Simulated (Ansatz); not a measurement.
System: CsGeBr₃ (within 0.1 Å of R3m, No. 160, 5 atoms in the cell; start mp-642739). Method: LDA in Ansatz (PAW).

Settings: plane-wave cutoff 520 eV, 6×6×6 k mesh, Fermi–Dirac smearing 0.01 eV, scalar-relativistic PAW data made under PBE.

Cell (relaxed at this level):

Space group R3m, hexagonal axes (No. 160); a = 7.6190 Å, b = 7.6190 Å, c = 9.3628 Å, α = 90.00°, β = 90.00°, γ = 120.00°

```csv
atom,site,symmetry,x,y,z
Cs,3a,3m,0.0000,0.0000,0.8973
Ge,3a,3m,0.0000,0.0000,0.3890
Br,9b,.m,0.1657,0.3313,0.2332
```
(The calculation used a cell of 5 atoms; values per cell refer to that cell.)

What does this level give for the band gap, Γ–Γ gap and bulk modulus?


* **band gap**: 0.18 eV (on the SCF k mesh)
* **Γ–Γ gap**: 5.20 eV
* **bulk modulus**: 23.5 GPa

Note: the bulk modulus is −V dP/dV from two relaxed cells at ±2 % in volume.

Spin–orbit coupling is not included; it can close the smallest gap of 0.18 eV.

Static lattice: no zero-point or thermal effects.

Cost on a shared machine: around 3 core-minutes (rough).

A start named mp-… is a Materials Project structure, which need not be a measured phase.

Ansatz is a program for electronic structure.
